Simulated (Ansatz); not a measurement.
Consider the following.

```
ZnCu2SnS4
1.0
   -2.72138     2.72138     5.43949
    2.72138    -2.72138     5.43949
    2.72138     2.72138    -5.43949
Cu Zn Sn S
2 1 1 4
Cartesian
  0.00000   0.00000   0.00000
  0.00000   2.72138   2.71975
  2.72138   0.00000   2.71975
  0.00000   0.00000   5.43949
  1.40132   1.43604   4.03639
  1.32006   1.28534  -1.40310
  1.43604  -1.40132   6.84259
  1.28534   4.12270   1.40310
```

No spin polarisation.

The values are results of r2SCAN, PAW, 500 eV (Ansatz, an electronic-structure program; scalar-relativistic without spin-orbit coupling), not measurements. Settings: 9×9×9 k-points, 0.05 eV Fermi–Dirac smearing.

Question: Estimate the band gap.

Answer: 0.43 eV.

Question: What is the computed hole mass?

Answer: 0.11 mₑ along c, 0.84 mₑ across (at Γ).

The cells carry an imposed strain or load. Masses are band curvatures over ±0.01 Å⁻¹ around the edge. Whether these cells are dynamically stable was not tested. All final runs are without spin polarisation. The cell was made from ZnCu$_{2}$SnS$_{4}$ (space group I-4, No. 82) by this change: isotropic strain +0.53 %.
